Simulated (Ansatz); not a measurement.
The reference is CdTe in the zinc blende structure (space group F-43m, No. 216).

```yaml
crystal:
  lattice:
    - [0.00000, 3.20432, 3.20432]
    - [3.20432, 0.00000, 3.20432]
    - [3.20432, 3.20432, 0.00000]
  atoms:
    - { symbol: Cd, position: [0.00000, 0.00000, 0.00000] }
    - { symbol: Te, position: [0.25000, 0.25000, 0.25000] }
```

Cartesian axes are those of the cell as printed.

Computed with LDA/PAW in Ansatz (a quantum-chemistry and plane-wave program), no spin-orbit coupling.

Modification: uniaxial strain ε_zz = −1.00 %, all other strain components held at zero, atoms relaxed at fixed cell.

Question: Predict the stress tensor and what it implies for the stiffness.

Answer: Stress of the strained cell less that of the base (GPa, compression positive):
```
   0.41    0.00    0.00
   0.00    0.41    0.00
   0.00    0.00    0.59
```

Then −Δσ_ii/ε with ε = -0.0100 gives relaxed-ion elastic constants: C33 ≈ 59 GPa, C13 ≈ 41 GPa and C23 ≈ 41 GPa.

Stability against distortions was not tested.
